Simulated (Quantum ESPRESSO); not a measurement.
The steps of a band-structure calculation for AgPt (R-3m, 2 atoms in the cell) with Quantum ESPRESSO.

Method of the run: LDA (PZ), GBRV 1.5 ultrasoft (LDA) pseudopotentials (plane waves; Quantum ESPRESSO).

Step 1 (scf):

```fortran
&CONTROL
  calculation = 'scf'
  outdir = './work'
  pseudo_dir = './'
  verbosity = 'high'
  tprnfor = .true.
  tstress = .true.
/
&SYSTEM
  ibrav = 0
  nat = 2
  ntyp = 2
  ecutwfc = 40
  ecutrho = 320
  occupations = 'smearing'
  smearing = 'marzari-vanderbilt'
  degauss = 0.0073499
/
&ELECTRONS
  conv_thr = 1.0d-10
  mixing_beta = 0.3
/
ATOMIC_SPECIES
Ag   107.8682  ag_lda_v1.4.uspp.F.UPF
Pt   195.0840  pt_lda_v1.4.uspp.F.UPF
ATOMIC_POSITIONS {crystal}
Ag    0.0000000000    0.0000000000    0.0000000000
Pt    0.5000000000    0.5000000000    0.5000000000
K_POINTS {automatic}
11 11 11  0 0 0
CELL_PARAMETERS {bohr}
   2.6412228999     1.5249107522     8.9695793814
  -2.6412228999     1.5249107522     8.9695793814
   0.0000000000    -3.0498215045     8.9695793814
```

Step 2 (bands):

```fortran
&CONTROL
  calculation = 'bands'
  outdir = './work'
  pseudo_dir = './'
  verbosity = 'high'
/
&SYSTEM
  ibrav = 0
  nat = 2
  ntyp = 2
  ecutwfc = 40
  ecutrho = 320
  occupations = 'smearing'
  smearing = 'marzari-vanderbilt'
  degauss = 0.0073499
  nbnd = 25
/
&ELECTRONS
  conv_thr = 1.0d-10
  startingwfc = 'random'
  diago_thr_init = 1.0d-6
  diagonalization = 'cg'
/
ATOMIC_SPECIES
Ag   107.8682  ag_lda_v1.4.uspp.F.UPF
Pt   195.0840  pt_lda_v1.4.uspp.F.UPF
ATOMIC_POSITIONS {crystal}
Ag    0.0000000000    0.0000000000    0.0000000000
Pt    0.5000000000    0.5000000000    0.5000000000
K_POINTS {crystal_b}
13
  0.00000000   0.00000000   0.00000000  13  ! G
  0.50000000   0.00000000   0.00000000   8  ! L
  0.50000000   0.18593541  -0.18593541   1  ! B1
  0.81406459   0.50000000   0.18593541  14  ! B
  0.50000000   0.50000000   0.50000000   7  ! Z
  0.00000000   0.00000000   0.00000000  15  ! G
  0.34296771   0.00000000  -0.34296771   1  ! X
  0.65703229   0.34296771   0.00000000   7  ! Q
  0.50000000   0.50000000   0.00000000   2  ! F
  0.65703229   0.65703229   0.18593541  12  ! P1
  0.50000000   0.50000000   0.50000000   1  ! Z
  0.50000000   0.00000000   0.00000000   4  ! L
  0.81406459   0.34296771   0.34296771   1  ! P
CELL_PARAMETERS {bohr}
   2.6412228999     1.5249107522     8.9695793814
  -2.6412228999     1.5249107522     8.9695793814
   0.0000000000    -3.0498215045     8.9695793814
```

Step 3 (bands.x):

```fortran
&BANDS
  outdir = './work'
  filband = 'bands.dat'
  lsym = .false.
/
```

Output of bands (abridged):

```
     Atomic positions and unit cell read from directory:
     ./work/pwscf.save/

     Message from routine setup:
     using ibrav=0 with symmetry is DISCOURAGED, use correct ibrav instead
     G-vector sticks info
     --------------------
     sticks:   dense  smooth     PW     G-vecs:    dense   smooth      PW
     Sum        1217     615    191                20919     7447    1317

     bravais-lattice index     =            0
   [... lines left out ...]
     unit-cell volume          =     216.7568 (a.u.)^3
   [... lines left out ...]
        k(    2) = (   0.0689796   0.0398254   0.0135414), wk =   0.0232558
        k(    3) = (   0.1379591   0.0796507   0.0270827), wk =   0.0232558
   [... 83 lines left out ...]

     Dense  grid:    20919 G-vectors     FFT dimensions: (  54,  54,  54)

     Smooth grid:     7447 G-vectors     FFT dimensions: (  40,  40,  40)

     The potential is recalculated from file :
     ./work/pwscf.save/charge-density

     negative rho (up, down):  1.714E-01 0.000E+00

     Band Structure Calculation
     CG style diagonalization

     ethr =  1.00E-06,  avg # of iterations = 25.4

     End of band structure calculation

          k = 0.0000 0.0000 0.0000 (   919 PWs)   bands (ev):

   -72.4214 -35.9550 -35.8914 -35.8913 -33.0612 -33.0612 -32.9994  10.3016
    12.6106  14.5711  14.5711  14.9721  15.3767  15.3769  16.6278  16.6278
    18.6250  18.6250  18.6463  23.5503  34.3714  35.0781  38.4197  38.4197
    38.5767

          k = 0.0690 0.0398 0.0135 (   932 PWs)   bands (ev):

   -72.4212 -35.9547 -35.8944 -35.8924 -33.0662 -33.0625 -32.9989  10.3531
    12.6481  14.5539  14.5958  14.9914  15.3428  15.3873  16.5916  16.6502
    18.0934  18.6113  19.2296  23.5584  34.4401  35.1234  38.1082  38.3524
    38.6047

   [... 84 blocks of this kind left out ...]
```

Output of bands.x (abridged):

```
     Reading xml data from directory:

     ./work/pwscf.save/

     G-vector sticks info
     --------------------
     sticks:   dense  smooth     PW     G-vecs:    dense   smooth      PW
     Sum        1217     615    191                20919     7447    1317

     negative rho (up, down):  1.714E-01 0.000E+00
     Reading collected, re-writing distributed wavefunctions
     high-symmetry point:  0.0000 0.0000 0.0000   x coordinate   0.0000
     high-symmetry point:  0.8967 0.5177 0.1760   x coordinate   1.0503
     high-symmetry point:  0.5633 1.0953 0.1760   x coordinate   1.7173
     high-symmetry point:  0.5633 0.9756 0.5281   x coordinate   2.0891
     high-symmetry point:  0.0000 0.0000 0.5281   x coordinate   3.2157
     high-symmetry point:  0.0000 0.0000 0.0000   x coordinate   3.7438
   [... 2 lines left out ...]
     high-symmetry point:  0.0000 1.0355 0.3521   x coordinate   5.8944
     high-symmetry point:  0.0000 0.9756 0.5281   x coordinate   6.0803
     high-symmetry point:  0.0000 0.0000 0.5281   x coordinate   7.0559
     high-symmetry point:  0.8967 0.5177 0.1760   x coordinate   7.0559
     high-symmetry point:  0.8449 0.4878 0.5281   x coordinate   7.4130

     Plottable bands (eV) written to file bands.dat.gnu
     Bands written to file bands.dat

   JOB DONE.
```

The starting cell comes from a database of computed structures (which also holds hypothetical and non-ambient phases and stackings), without a prior relaxation at this level. Spin-orbit coupling is off. Spin polarisation is off.
